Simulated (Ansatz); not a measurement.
## Response to strain in CdI2

Take CdI2 in the CdI2 type structure (space group P-3m1, No. 164; layered, stacked along the Cartesian z axis) as the base.

```
CdI2
1.0
    4.15270     0.00000     0.00000
   -2.07635     3.59635     0.00000
    0.00000     0.00000     6.55084
Cd I
1 2
Direct
  0.00000   0.00000   0.00000
  0.66667   0.33333   0.26119
  0.33333   0.66667   0.73881
```

Cartesian axes are those of the cell as printed.

Strains are applied to the cell and any free atomic positions relax; under biaxial strain the out-of-plane vector relaxes too.

Level of theory: PBEsol-D3(BJ)/PAW in Ansatz (a program for electronic structure), spin-orbit coupling left out.

Candidates:
(a) biaxial strain +1.00 %, plane normal [001], relaxed out of plane
(b) biaxial strain +3.00 %, plane normal [001], relaxed out of plane
(c) biaxial strain −1.00 %, plane normal [001], relaxed out of plane
(d) biaxial strain +2.50 %, plane normal [001], relaxed out of plane

**Question.** Order them by out-of-plane strain, highest first.

**Answer.** (c) biaxial strain −1.00 %, plane normal [001], relaxed out of plane (+0.86 %), (a) biaxial strain +1.00 %, plane normal [001], relaxed out of plane (-0.87 %), (d) biaxial strain +2.50 %, plane normal [001], relaxed out of plane (-2.23 %), (b) biaxial strain +3.00 %, plane normal [001], relaxed out of plane (-2.70 %)

No phonon test of stability was made.
